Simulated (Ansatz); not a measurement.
## BaTiO₃ (P4mm): band-edge transport data

Given:

```yaml
crystal:
  lattice:
    - [3.95535, 0.00000, 0.00000]
    - [0.00000, 3.95535, 0.00000]
    - [0.00000, 0.00000, 4.04462]
  atoms:
    - { symbol: Ba, position: [0.50000, 0.50000, 0.58256] }
    - { symbol: Ti, position: [0.00000, 0.00000, 0.09781] }
    - { symbol: O, position: [0.00000, 0.50000, 0.06345] }
    - { symbol: O, position: [0.50000, 0.00000, 0.06345] }
    - { symbol: O, position: [0.00000, 0.00000, 0.55271] }
```

Calculation: PBEsol, rigid bands (plane waves, PAW, scalar-relativistic; Ansatz, an electronic-structure program). Geometry: cell and atoms relaxed with PBEsol.

```
Property                                                                                                                                                         Result
---------------------------------------------------------------------------------------------------------------------------------------  ------------------------------
band gap                                                                                                                                                        1.85 eV
electron conductivity mass (300 K, dilute)                                                                                               0.43 (x), 0.43 (y), 9.9 (z) mₑ
effective density of states N_c (300 K)                                                                                                                     3.2e19 cm⁻³
density-of-states mass, electrons                                                                                                                               1.18 mₑ
Seebeck coefficient, n-type 1e19 cm⁻³, 300 K                                                                                                                  -311 μV/K
best n-type power factor at 300 K for τ = 10 fs (best axis; densities from 1e16 to 1e21 cm⁻³ tried, whether or not they can be reached)    13.5 μW/(cm·K²) at 1e20 cm⁻³
```

Rigid bands; masses and Seebeck coefficients take one relaxation time τ for all states and one kind of carrier; polarons and phonon drag are left out. Spin-orbit coupling is left out; where it splits the top of the valence band, N_v and the p-type Seebeck coefficient come out somewhat high without it.
